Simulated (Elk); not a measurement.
Input and output of a self-consistent single point for MnZn3 (Pm-3m, 4 atoms in the cell) (Elk)

Method: PBEsol, all-electron FP-LAPW, Elk's shipped species files, default APW+lo basis run with Elk.

Input as run:

```
tasks
  0

xctype
  22

spinpol
  .true.

reducebf
  0.8

rgkmax
  7.0

stype
  3

swidth
  0.00367493

scale
  7.041548508

avec
    1.0000000000    0.0000000000    0.0000000000
    0.0000000000    1.0000000000    0.0000000000
    0.0000000000    0.0000000000    1.0000000000

atoms
  2   : nspecies
  'Mn.in'   : spfname
  1   : natoms; atposl, bfcmt below
  0.0000000000  0.0000000000  0.0000000000    0.0 0.0 -4.0
  'Zn.in'   : spfname
  3   : natoms; atposl, bfcmt below
  0.0000000000  0.5000000000  0.5000000000    0.0 0.0 0.0
  0.5000000000  0.0000000000  0.5000000000    0.0 0.0 0.0
  0.5000000000  0.5000000000  0.0000000000    0.0 0.0 0.0

ngridk
  6 6 6
```

The program printed (abridged):

```
│ Elk code version 10.2.4 │

All units are atomic (Hartree, Bohr, etc.)

│ Ground-state run starting from atomic densities │

Lattice vectors :
   7.041548508       0.000000000       0.000000000
   0.000000000       7.041548508       0.000000000
   0.000000000       0.000000000       7.041548508

Unit cell volume      :    349.1439542
Brillouin zone volume :   0.7104525524

Muffin-tin inner radius fraction :   0.1000000000E-01

Nuclei treated as point charges

Species :    1 (Mn)
 parameters loaded from : Mn.in
 name : manganese
 nuclear charge    :   -25.00000000
 electronic charge :    25.00000000
 atomic mass :    100145.9369
 muffin-tin radius :    2.400000000
 number of radial points in muffin-tin :    497
 atomic positions (lattice), magnetic fields (Cartesian) :
   1 :   0.00000000  0.00000000  0.00000000    0.00000000  0.00000000 -4.00000000

Species :    2 (Zn)
 parameters loaded from : Zn.in
 name : zinc
 nuclear charge    :   -30.00000000
 electronic charge :    30.00000000
 atomic mass :    119233.3129
 muffin-tin radius :    2.400000000
 number of radial points in muffin-tin :    497
 atomic positions (lattice), magnetic fields (Cartesian) :
   1 :   0.00000000  0.50000000  0.50000000    0.00000000  0.00000000  0.00000000
   2 :   0.50000000  0.00000000  0.50000000    0.00000000  0.00000000  0.00000000
   3 :   0.50000000  0.50000000  0.00000000    0.00000000  0.00000000  0.00000000

Total number of atoms per unit cell :    4

Spin treatment :
 spin-polarised
 global magnetic field (Cartesian) :    0.000000000       0.000000000       0.000000000
 collinear magnetisation in z-direction

Number of Bravais lattice symmetries :   48
Number of crystal symmetries         :   48
Crystal has inversion symmetry
Real symmetric eigensolver will be used

k-point grid :      6     6     6
k-point offset :    0.000000000       0.000000000       0.000000000
k-point set is reduced with full crystal symmetry group
   [... lines left out ...]
Maximum |G| for potential and density :    12.00000000
 potential will be trimmed for |G| > 2 gkmax
Constant for pseudocharge density :    7
Radial integration step length :    4

G-vector grid sizes :     27    27    27
Number of G-vectors :    10131

Maximum angular momentum used for
 APW functions                      :    8
 outer part of muffin-tin           :    6
 inner part of muffin-tin           :    1

Total nuclear charge    :   -115.0000000
Total core charge       :    46.00000000
Total valence charge    :    69.00000000
Total excess charge     :    0.000000000
Total electronic charge :    115.0000000

Effective Wigner radius, rₛ :   0.8982682005

Number of empty states         :   16
Total number of valence states :  102
Total number of core states    :   46

Total number of local-orbitals :   69

Exchange-correlation functional :     22     0     0
 PBEsol, Phys. Rev. Lett. 100, 136406 (2008)
 gradient requirement :    1
 generalised gradient approximation (GGA)

Smearing type :    3
 Fermi-Dirac
Smearing width :   0.3674930000E-02
Effective electronic temperature (K) :    1160.451112

Mixing type :    3
 Broyden mixing, J. Phys. A: Math. Gen. 17, L317 (1984)

Kohn-Sham potential initialised from atomic data
│ Self-consistent loop started │
│ Loop number : 1 │
 total energy                :     -6536.04071234
 total moment                :    2.178327649
│ Loop number : 2 │
 total energy                :     -6536.36130359
 total moment                :    2.244972947
RMS change in Kohn-Sham potential (target) :    1.385847906     (  0.1000000000E-05)
Absolute change in total energy (target)   :   0.3205912426     (  0.1000000000E-03)
│ Loop number : 3 │
 total energy                :     -6536.82033350
 total moment                :    2.146072550
RMS change in Kohn-Sham potential (target) :    1.391486013     (  0.1000000000E-05)
Absolute change in total energy (target)   :   0.5391777288     (  0.1000000000E-03)
│ Loop number : 4 │
 total energy                :     -6535.11723074
 total moment                :    1.961869095
RMS change in Kohn-Sham potential (target) :    1.283541684     (  0.1000000000E-05)
Absolute change in total energy (target)   :    1.568308332     (  0.1000000000E-03)
│ Loop number : 5 │
 total energy                :     -6539.18894956
   [... lines left out ...]
 total moment                :   -2.284182505
RMS change in Kohn-Sham potential (target) :   0.1731269486E-04 (  0.1000000000E-05)
Absolute change in total energy (target)   :   0.1187672668E-02 (  0.1000000000E-03)
│ Loop number : 31 │
 total energy                :     -6541.82241731
 total moment                :   -2.283094139
RMS change in Kohn-Sham potential (target) :   0.3986706118E-05 (  0.1000000000E-05)
Absolute change in total energy (target)   :   0.2837060210E-03 (  0.1000000000E-03)
│ Loop number : 32 │
 total energy                :     -6541.82223603
 total moment                :   -2.283042374
RMS change in Kohn-Sham potential (target) :   0.1064115259E-05 (  0.1000000000E-05)
Absolute change in total energy (target)   :   0.1103547602E-03 (  0.1000000000E-03)
│ Loop number : 33 │
 total energy                :     -6541.82224652
 total moment                :   -2.283305919
RMS change in Kohn-Sham potential (target) :   0.9393602189E-06 (  0.1000000000E-05)
Absolute change in total energy (target)   :   0.1709651679E-04 (  0.1000000000E-03)
Convergence targets achieved

│ Loop number : 34 │

Energies :
 Fermi                       :     0.274769378033
 sum of eigenvalues          :     -3751.52457221
 electron kinetic            :      6653.80776147
 core electron kinetic       :      5894.30821782
 Coulomb                     :     -12933.5063043
 Coulomb potential           :     -10061.9188912
 nuclear-nuclear             :     -828.789913422
 electron-nuclear            :     -14147.5138905
 Hartree                     :      2042.79749965
 Madelung                    :     -7902.54685867
 xc potential                :     -343.297659255
 xc effective B-field        :    -0.115726591159
 external B-field            :      0.00000000000
 exchange                    :     -255.893499702
 correlation                 :     -6.22749692595
 electron entropic           :    -0.272269768017E-02
 total energy                :     -6541.82226212
 (external B-field energy excluded from total)

Density of states at Fermi energy :    59.90273845
 (states/Hartree/unit cell)

Estimated indirect band gap :   0.3837894521E-02
 from k-point     11 to k-point      9
Estimated direct band gap   :   0.7252150892E-02
 at k-point     11

Charges :
 core                        :    46.00000000
 valence                     :    69.00000000
 interstitial                :    3.702864330
 muffin-tins (core leakage)
  species :    1 (Mn)
   atom    1                 :    23.90668467     (  0.4362732398E-11)
  species :    2 (Zn)
   atom    1                 :    29.13015033     (  0.8350799925E-04)
   atom    2                 :    29.13015033     (  0.8350799925E-04)
   atom    3                 :    29.13015033     (  0.8350799925E-04)
 total in muffin-tins        :    111.2971357
 total calculated charge     :    114.9707443
 total charge                :    115.0000000
 error                       :   0.2925570439E-01

Moments :
 interstitial                :   0.1408975271E-01
 muffin-tins
  species :    1 (Mn)
   atom    1                 :   -2.497197146
  species :    2 (Zn)
   atom    1                 :   0.6639125135E-01
   atom    2                 :   0.6639125135E-01
   atom    3                 :   0.6639125135E-01
 total in muffin-tins        :   -2.298023392
 total moment                :   -2.283933640

│ Self-consistent loop stopped │
```

The run converged in 34 iterations. The count includes the last loop, which Elk runs after its targets are met.

The starting cell comes from a database of computed structures (which also holds hypothetical and non-ambient phases and stackings), without a prior relaxation at this level. Its lattice was rescaled by a random factor within 2.5 % of one. With one magnetic atom in the cell only a parallel order is possible. Values depend on the basis (sphere radii, cutoffs, local orbitals), which need not be converged. The log's line on a gap gives a spacing of levels on this mesh, which the program prints for metals too.

Cost on one core of a shared machine: roughly 70 s.
